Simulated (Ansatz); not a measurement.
The starting structures come from a database of crystals and need not be the phases stable at ambient conditions.

 Where the default PAW files enter, the runs use the earlier of Ansatz's two default sets.

The decay constant κ of evanescent states in the gap governs leakage through a thin film.

Given:

```yaml
crystal:
  lattice:
    - [4.89550, 0.00000, 0.00000]
    - [0.00000, 5.39262, 0.00000]
    - [0.00000, 0.00000, 4.47907]
  atoms:
    - { symbol: Mg, position: [0.25000, 0.83153, 0.50000] }
    - { symbol: Mg, position: [0.75000, 0.16847, 0.50000] }
    - { symbol: Mg, position: [0.75000, 0.66847, 0.00000] }
    - { symbol: Mg, position: [0.25000, 0.33153, 0.00000] }
    - { symbol: H, position: [0.58019, 0.89107, 0.72769] }
    - { symbol: H, position: [0.41981, 0.10893, 0.27231] }
    - { symbol: H, position: [0.08019, 0.60893, 0.77231] }
    - { symbol: H, position: [0.91981, 0.39107, 0.22769] }
    - { symbol: H, position: [0.41981, 0.60893, 0.22769] }
    - { symbol: H, position: [0.58019, 0.39107, 0.77231] }
    - { symbol: H, position: [0.91981, 0.89107, 0.27231] }
    - { symbol: H, position: [0.08019, 0.10893, 0.72769] }
```

Space group of this cell: Pbcn. The cell is taken as given.

Transport runs along the normal of the first two printed cell vectors.

The gap is the functional's own. No spin-orbit coupling. Mid-gap values are interpolated on the energy grid.

Task: Predict the band gap and the smallest decay constant κ at mid-gap from r2SCAN (Ansatz, a first-principles code).

Result: Gap 4.30 eV on a 6×6×8 mesh; κ = 0.286 1/Å, at the zone centre.
